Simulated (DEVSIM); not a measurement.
# Si p-n junction from an implanted or diffused profile

System: Si p-n junction from an implanted or diffused profile, at 300 K.

```csv
layer (left to right),material,thickness (μm),Nd (cm⁻³),τn (s),τp (s)
1,Si,130,3.1e15,7.6e-7,7.6e-7
```

Added acceptor profile: 1.1e17 cm⁻³ × exp(−(x − 0 μm)²/(2·(0.16 μm)²)). Left contact: ohmic. Right contact: ohmic. Voltage is applied to the left contact. Recombination: SRH at mid-gap, radiative. Mobility is constant in doping.

The device is made up for the run: typed textbook-type constants, with dimensions and the other settings drawn at random. Values at 300 K.

```csv
parameter,Si
gap (eV),1.124
affinity (eV),4.05
permittivity,11.7
Nc (cm⁻³),2.86e19
Nv (cm⁻³),3.1e19
μn (cm²/Vs),1417
μp (cm²/Vs),470
B (cm³/s),4.7e-15
```

DEVSIM, 1D drift-diffusion, Boltzmann statistics, complete ionisation; no tunnelling, impact ionisation, image-force lowering or self-heating.

The potential step across the device at zero bias is 0.741 V and the dark forward voltage at 1 A/cm² is 0.583 V. The dark forward voltage at 100 A/cm² is 1.543 V.

Dark reverse current:

```json
[
 {"V (V)": "-0.40", "J (A/cm²)": "-2.4e-8"},
 {"V (V)": "-1.00", "J (A/cm²)": "-4.7e-8"},
 {"V (V)": "-2.00", "J (A/cm²)": "-7.4e-8"},
 {"V (V)": "-3.00", "J (A/cm²)": "-9.7e-8"},
 {"V (V)": "-4.00", "J (A/cm²)": "-1.2e-7"},
 {"V (V)": "-6.00", "J (A/cm²)": "-1.5e-7"},
 {"V (V)": "-8.00", "J (A/cm²)": "-1.8e-7"},
 {"V (V)": "-10.00", "J (A/cm²)": "-2.0e-7"},
 {"V (V)": "-13.00", "J (A/cm²)": "-2.3e-7"},
 {"V (V)": "-16.00", "J (A/cm²)": "-2.6e-7"},
 {"V (V)": "-20.00", "J (A/cm²)": "-3.0e-7"}
]
```

Dark forward current:

| V (V) | J (A/cm²) |
|---|---|
| 0.05 | 1.3e-8 |
| 0.15 | 2.4e-7 |
| 0.20 | 1.2e-6 |
| 0.30 | 4.3e-5 |
| 0.40 | 0.0019 |
| 0.45 | 0.013 |
| 0.55 | 0.46 |
| 0.60 | 1.5 |
| 0.70 | 5.5 |
| 0.80 | 11 |
| 0.85 | 14 |
| 0.95 | 22 |
| 1.05 | 31 |
| 1.10 | 37 |
| 1.20 | 48 |
| 1.25 | 55 |
| 1.35 | 69 |
| 1.45 | 84 |
| 1.50 | 93 |
| 1.60 | 110 |
